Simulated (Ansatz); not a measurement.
# SrTiO3: pressure series

Take SrTiO3 in the cubic perovskite structure (space group Pm-3m, No. 221; a = 3.936 Å) as the base.

Cell and atoms are relaxed at each pressure.

Method: Ansatz (a quantum-chemistry and plane-wave program) PBE, no SOC.

Notes on the quantities. enthalpy: H = E + PV relative to the base's energy.

```csv
change,band gap,smallest direct gap,enthalpy,lattice parameter a
base,1.84 eV,2.20 eV,–,3.936 Å
pressure −2 GPa,1.82 eV,2.18 eV,-0.15 eV/atom,3.952 Å
pressure −1 GPa,1.83 eV,2.19 eV,-0.08 eV/atom,3.944 Å
pressure 0.3 GPa,1.85 eV,2.20 eV,+0.02 eV/atom,3.934 Å
pressure 0.7 GPa,1.85 eV,2.21 eV,+0.05 eV/atom,3.931 Å
pressure 1.5 GPa,1.86 eV,2.21 eV,+0.11 eV/atom,3.925 Å
pressure 5 GPa,1.89 eV,2.24 eV,+0.38 eV/atom,3.900 Å
pressure 7.5 GPa,1.92 eV,2.25 eV,+0.56 eV/atom,3.884 Å
pressure 10 GPa,1.94 eV,2.27 eV,+0.74 eV/atom,3.868 Å
```

Load acts through the strain it causes; cell and atoms are relaxed under it. Stability against distortions was not tested. Competing high-pressure phases were not computed. The final runs are not spin-polarised. Many cubic perovskites are stable only at high temperature; tilts and polar distortions were not tested.
